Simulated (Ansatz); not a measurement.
Start from Ba in the bcc (W type) structure (space group Im-3m, No. 229; relaxed with 0.1 eV smearing).

```yaml
crystal:
  lattice:
    - [-2.44095, 2.44095, 2.44095]
    - [2.44095, -2.44095, 2.44095]
    - [2.44095, 2.44095, -2.44095]
  atoms:
    - { symbol: Ba, position: [0.00000, 0.00000, 0.00000] }
```

Cartesian axes are those of the cell as printed.

All numbers come from PBEsol in Ansatz (plane waves to 420 eV, PAW, scalar-relativistic without spin-orbit coupling).

Strains are applied to the cell and any free atomic positions relax.

One change was made to it. Results:

| quantity | base | after |
|---|---|---|
| pressure (mean of the normal stresses, compression positive) | 0.0 GPa | 0.3 GPa |
| shortest interatomic distance | 4.228 Å | 4.186 Å |
| energy relative to the base (free energy F) | 0 meV/atom | +2.3 meV/atom |

### Question
What was done to the base?
A. uniaxial strain ε_zz = −1.50 %
B. uniaxial strain ε_zz = −3.00 %
C. uniaxial strain ε_zz = +1.50 %
D. uniaxial strain ε_zz = −2.00 %

### Answer
B, uniaxial strain ε_zz = −3.00 %. For comparison, the energy relative to the base in the other runs: uniaxial strain ε_zz = −2.00 % gives +1.0 meV/atom; uniaxial strain ε_zz = −1.50 % gives +0.6 meV/atom; uniaxial strain ε_zz = +1.50 % gives +0.5 meV/atom.

Whether these cells are dynamically stable was not tested.

Ansatz is a first-principles code.
